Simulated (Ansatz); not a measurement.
## TaN (model structure, Pm-3m, No. 221, 6 atoms in the cell)

All values below come from LDA (Ansatz, a program for electronic structure, PAW).

Settings: plane-wave cutoff 520 eV, 12×12×12 k mesh, Fermi–Dirac smearing 0.05 eV, scalar-relativistic PAW data made under PBE.

Cell (relaxed at this level):

Space group Pm-3m (No. 221); a = b = c = 4.1867 Å, α = β = γ = 90.00°

| atom | site | symmetry | x | y | z |
|---|---|---|---|---|---|
| Ta | 3c | 4/mm.m | 0.0000 | 0.5000 | 0.5000 |
| N | 3d | 4/mm.m | 0.0000 | 0.0000 | 0.5000 |

- band gap: zero (no gap)
- bulk modulus B0: 309 GPa

Note: the bulk modulus is −V dP/dV from two relaxed cells at ±2 % in volume; the relaxation could raise the start's symmetry but not lower it, so the cell can be a saddle point.

Spin–orbit coupling is not included; it can open a gap where bands touch, and shift volumes and moduli.

The computed numbers hold no vibrational or temperature effects.

A model structure was made by putting elements into a prototype or built by hand; it is no filed structure, need not be a known phase, and can be a saddle point held by its symmetry.
